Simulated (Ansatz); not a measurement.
Results of LDA (Ansatz, a program for electronic structure, PAW) for LaN (model structure, Pm-3m, No. 221, 2 atoms in the cell).

Run with plane-wave cutoff 520 eV, 18×18×18 k mesh, Fermi–Dirac smearing 0.05 eV, scalar-relativistic PAW data made under PBE.

Cell (relaxed at this level):

```xyz
2
Lattice="3.0991 0.0000 0.0000 0.0000 3.0991 0.0000 0.0000 0.0000 3.0991" Properties=species:S:1:pos:R:3 pbc="T T T"
La     0.0000     0.0000     0.0000
N      1.5495     1.5495     1.5495
```

Problem. Estimate the bulk modulus B0 that the calculation returns.

Solution. 
* **bulk modulus B0**: 148 GPa

The run finds no gap.

Note: the bulk modulus is −V dP/dV from two relaxed cells at ±2 % in volume; the relaxation could raise the start's symmetry but not lower it, so the cell can be a saddle point.

Spin–orbit coupling is not included; it can open a gap where bands touch, and shift volumes and moduli.

Computed values are for the static lattice.

Computing time: about 30 core-seconds (a rough figure).

A model structure was made by putting elements into a prototype or built by hand; it is no filed structure, need not be a known phase, and can be a saddle point held by its symmetry.
